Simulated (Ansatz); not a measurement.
System: Sb (model structure, I-43m, No. 217, 4 atoms in the cell). Method: r²SCAN+SOC (plane waves, PAW; Ansatz, a program for electronic structure).

Run with plane-wave cutoff 560 eV, 8×8×8 k mesh, Fermi–Dirac smearing 0.01 eV, PAW data made under PBE.

Cell (relaxed with PBE-D3(BJ)):

```cif
data_Sb8
_chemical_formula_sum 'Sb8'
_space_group_name_H-M_alt 'I-43m'
_space_group_IT_number 217
_space_group_name_Hall 'I -4 2 3'
_cell_length_a 6.60887
_cell_length_b 6.60887
_cell_length_c 6.60887
_cell_angle_alpha 90.000
_cell_angle_beta 90.000
_cell_angle_gamma 90.000
loop_
_atom_site_label
_atom_site_type_symbol
_atom_site_symmetry_multiplicity
_atom_site_Wyckoff_symbol
_atom_site_fract_x
_atom_site_fract_y
_atom_site_fract_z
_atom_site_occupancy
Sb1 Sb 8 c 0.15469 0.15469 0.15469 1
```
(The calculation used a cell of 4 atoms; values per cell refer to that cell.)

Task: Give the computed band gap and smallest direct gap on the k points sampled.

Result: 
* **band gap**: 0.12 eV
* **smallest direct gap on the k points sampled**: 0.13 eV

Note: the relaxation could raise the start's symmetry but not lower it, so the cell can be a saddle point; cell and atoms aren't relaxed at this level (largest force component 0.28 eV/Å, pressure 1.2 GPa).

Computed values are for the static lattice.

Cost on a shared machine: around 4 core-minutes (rough).

A model structure was made by putting elements into a prototype or built by hand; it is no filed structure, need not be a known phase, and can be a saddle point held by its symmetry.
